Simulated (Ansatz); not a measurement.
We look at the energy of the reaction as written. Reaction: cell B → cell A. The sign is products less reactants.

Cell A: a sheet of composition Ta, 1 atom, square cell of 2.60 Å (6.7 Å²), symmetry P4/mmm, 0.0 Å thick under 16 Å of vacuum, in-plane vectors relaxed; planes from bottom to top: Ta; a model cell; spin state with PBE: no moments, k-point mesh 22×22×1.
```yaml
crystal:
  lattice:
    - [2.59699, 0.00000, 0.00000]
    - [0.00000, 2.59699, 0.00000]
    - [0.00000, 0.00000, 16.00000]
  atoms:
    - { symbol: Ta, position: [0.00000, 0.00000, 0.50000] }
```

Cell B: a sheet of composition Ta, 1 atom, hexagonal cell of 2.73 Å (6.5 Å²), symmetry P6/mmm, 0.0 Å thick under 16 Å of vacuum, in-plane vectors relaxed; planes from bottom to top: Ta; a model cell; spin state with PBE: no moments, k-point mesh 24×24×1.
```
CELL_PARAMETERS angstrom
      2.73431     0.00000     0.00000
     -1.36716     2.36798     0.00000
      0.00000     0.00000    16.00000
ATOMIC_POSITIONS crystal
  Ta 0.00000 0.00000 0.50000
```

Plane-wave PAW calculations with Ansatz (a quantum-chemistry and plane-wave program), its default PAW set, cutoff 420 eV, 500 eV for r2SCAN. The structures are at rest with PBE; other levels are single points on them. Neutral cells; Fermi-Dirac smearing of at most 0.10 eV in the solids, energies taken to zero width. The lattices are those relaxed with PBE, so at other levels the solids can be strained, which adds to the spread. A dispersion term (D3(BJ), or D4 for r2SCAN) was computed beside these levels and is taken off wherever the name lacks it. No zero-point or thermal terms. The runs are scalar-relativistic, without spin-orbit coupling. The cells' k-point meshes differ in density, so the last digit is unsettled. Cell A has symmetry P4/mmm and got no random move, so less symmetric positions, which may lie lower, weren't tried. Cell B has symmetry P6/mmm and got no random move, so less symmetric positions, which may lie lower, weren't tried.

### Question
What is the computed value (PBE)?

### Answer
0.48 eV, for cell B → cell A.

### Question
How does the value move with the functional?

### Answer
| Level | value (eV) | less PBE |
|---|---|---|
| r2SCAN | 0.49 | 0.01 |

The levels span only 0.01 eV, too little to tell them apart.
